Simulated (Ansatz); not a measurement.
Adsorption energy and surface dipole of N on the 1x1 (110) surface of bcc Fe, ferromagnetic, one in a 2x2 cell, started at the site 'bridge Fe-Fe (span 2.8 Å)', worked from the runs' numbers; total energies count from the potentials' own zero.

Level of theory: PBE (plane waves to 420 eV, PAW; Ansatz, a program for electronic structure).

Set-up: 21 atoms, 8.0 Å thick at the start under the adsorbate (thin: gaps and levels are the slab's own); mesh 6x6x1; 0.1 eV smearing; dipole correction on; 8 atoms held, the rest relaxed; start symmetry kept, larger cells not searched; spin-polarised, no spin-orbit, no U, no dispersion correction. At the end it is bonded to 4 Fe. In PBE it is, or lies within 0.03 eV of, the lowest of the starts that converged.

```csv
quantity,value
slab with the adsorbate,-89987.945 eV
"clean slab, same cell and mesh",-89602.612 eV
"reference, ½ N2(g)",-384.013 eV
area of the cell,22.66 Å²
change of the step from the bottom to the top vacuum level,0.171 eV
```

**Question.** What is the adsorption energy against this reference?

**Answer.** E(slab + adsorbate) − E(slab) − E(reference) = -1.32 eV, so in this state the adsorbate is more stable than in the reference, at a coverage of 4.41 a nm².

**Question.** What dipole does adsorption add to the slab along the outward normal (Helmholtz relation, ε₀ = 0.005526 e/(V·Å))?

**Answer.** p = −ε₀·A·ΔV = -0.021 e·Å = -0.10 D; its negative end points to the vacuum, which raises the vacuum level.
